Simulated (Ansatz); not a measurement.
**Sn on the 1x1 (111) surface of fcc Ir, one in a 3x3 cell, started at the site 'hollow Ir-Ir-Ir over Ir at depth 4.4 Å'**

These are PBE (plane waves to 420 eV, PAW; Ansatz, a quantum-chemistry and plane-wave program) values and carry that method's errors.

Model: 37-atom slab, 6.6 Å thick at the start under the adsorbate (thin: gaps and levels are the slab's own), 4x4x1 mesh, Fermi-Dirac 0.1 eV, dipole correction, 18 atoms held, the rest relaxed; start symmetry kept, larger cells not searched; no spin, no spin-orbit, no U, no dispersion correction. At the end it is bonded to 3 Ir. In PBE it is, or lies within 0.03 eV of, the lowest of the starts that converged.

```json
{
 "adsorption_energy_against_an_atom_of_beta_tin": "-1.41 eV",
 "work_function_of_the_top_face": "4.79 eV",
 "change_of_the_work_function": "-0.69 eV",
 "change_of_the_step_from_the_bottom_to_the_top_vacuum_level_against_the_clean_slab": "-0.69 eV",
 "energy_released_by_relaxation": "0.19 eV",
 "height of the binding atom over the mean of the host atoms within 0.3 Å of the top one": "2.232 Å",
 "nearest_host_atoms_of_the_binding_atom": "Ir at 2.73 Å, Ir at 2.73 Å, Ir at 2.73 Å",
 "largest_move_of_a_host_atom": "0.06 Å",
 "caution": "the clean host was not checked against rearrangement in a larger or rattled cell",
 "cost": "roughly 13 core-minutes"
}
```

A negative adsorption energy means that the adsorbate is more stable on the surface than in its reference.
